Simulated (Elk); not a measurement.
Short convergence ladders for Pb (P-3m1, 2 atoms in the cell)

```
Pb
1.0
    3.45423     0.00000     0.00000
   -1.72712     2.99145     0.00000
    0.00000     0.00000     5.96740
Pb
2
Direct
  0.33333   0.66667   0.25838
  0.66667   0.33333   0.75000
```

Base method: PBEsol, all-electron FP-LAPW, Elk's shipped species files, default APW+lo basis run with Elk.

Base settings: xctype = 22; rgkmax = 7; stype = 3; swidth = 0.00367493 Ha; ngridk = 5 5 3.

**The k-point mesh**

The second cell is the first with its lattice scaled by 0.98.

Only quantities that move along the ladder and can be compared are tabulated.

| ngridk | free energy less the last step's (meV/atom) | energy of the compressed cell less the first (meV/atom) |
|---|---|---|
| 2 2 1 | -840.68 | 19.93 |
| 4 4 2 | 192.70 | -19.39 |
| 5 5 3 | -6.44 | 2.92 |
| 7 7 4 | 12.62 | 3.28 |
| 9 9 5 | -5.81 | -0.35 |
| 10 10 6 | 5.07 | -1.65 |
| 13 13 7 | -1.92 | 2.02 |
| 16 16 8 | 0.00 | -0.62 |

Coarsest ngridk that holds the free energy within 1 meV/atom: not settled: the last two steps still differ by 1.9 meV/atom, over half the tolerance, so the ladder does not show it.

Coarsest ngridk that holds the energy of the compressed cell less the first within 2 meV/atom: not settled: the last two steps still differ by 2.6 meV/atom, over half the tolerance, so the ladder does not show it.

Two neighbours can agree and both be off: 5 5 3 and 7 7 4 differ by 0.36 meV/atom in the energy of the compressed cell less the first, yet lie about 3.9 meV/atom from the last step.

**The k-point mesh at a smearing width of 0.05 eV**

In this ladder: swidth = 0.00183747 Ha.

Only quantities that move along the ladder and can be compared are tabulated.

| ngridk | free energy less the last step's (meV/atom) |
|---|---|
| 4 4 2 | 216.96 |
| 5 5 3 | -2.44 |
| 6 6 3 | -8.48 |
| 7 7 4 | 15.32 |
| 8 8 4 | 24.60 |
| 10 10 5 | -3.74 |
| 12 12 6 | 0.14 |
| 15 15 8 | 0.00 |

Coarsest ngridk that holds the free energy within 5 meV/atom of the last step, with all finer ones: 10 10 5; the step before is off by 25 meV/atom.

**The width of Gaussian smearing**

In this ladder: stype = 0; ngridk = 8 8 5.

Narrow widths need finer meshes than wide ones, so the last steps can hold mesh noise.

Only quantities that move along the ladder and can be compared are tabulated; pressure and forces are left out, as mesh noise rules them at narrow widths.

```csv
swidth,total energy (no entropy term) less the last step's (meV/atom)
0.0367493 Ha,144.13
0.0183747 Ha,36.48
0.0110248 Ha,9.99
0.00734986 Ha,3.39
0.00367493 Ha,0.00
```

Widest swidth that holds the total energy (no entropy term) within 5 meV/atom: not settled: the last two steps still differ by 3.4 meV/atom, over half the tolerance, so the ladder does not show it.

On the base run: the starting cell comes from a database of computed structures (which also holds hypothetical and non-ambient phases and stackings), without a prior relaxation at this level. Its lattice was rescaled by up to half a per cent. One atom was moved a little off its site on purpose. Values depend on the basis (sphere radii, cutoffs, local orbitals), which need not be converged. Without a gap this mesh is coarse (it stands for a supercell whose shortest vector is 17 Å).

Left out of this page: 2 runs of the series outside the window shown, repeating another row's setting, or not comparable.
